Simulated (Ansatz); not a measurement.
NaOH (within 0.1 Å of Cmcm, No. 63, 6 atoms in the cell; start mp-23940), treated with LDA (plane waves, PAW; Ansatz, a first-principles code).

Settings: plane-wave cutoff 500 eV, 12×12×8 k mesh (along the axes of the cell as run), gaussian smearing 0.02 eV, scalar-relativistic PAW data made under PBE.

Cell (relaxed at this level):

```xyz
6
Lattice="3.3352 0.0000 -0.0407 0.0000 3.2882 0.0000 -1.6055 0.0000 5.2376" Properties=species:S:1:pos:R:3 pbc="T T T"
Na     0.8841     0.8220     4.2541
Na     0.8456     2.4661     0.9427
H      2.5278     0.8220     2.2362
H     -0.7981     2.4661     2.9606
O     -0.7879     2.4661     3.9361
O      2.5176     0.8220     1.2607
```

Q: What does this level give for the band gap?

A: 
- band gap: 3.16 eV (on the SCF k mesh)

The computed numbers hold no vibrational or temperature effects.

Computing time: roughly 2.2 core-minutes.

A start named mp-… is a Materials Project structure, which need not be a measured phase.
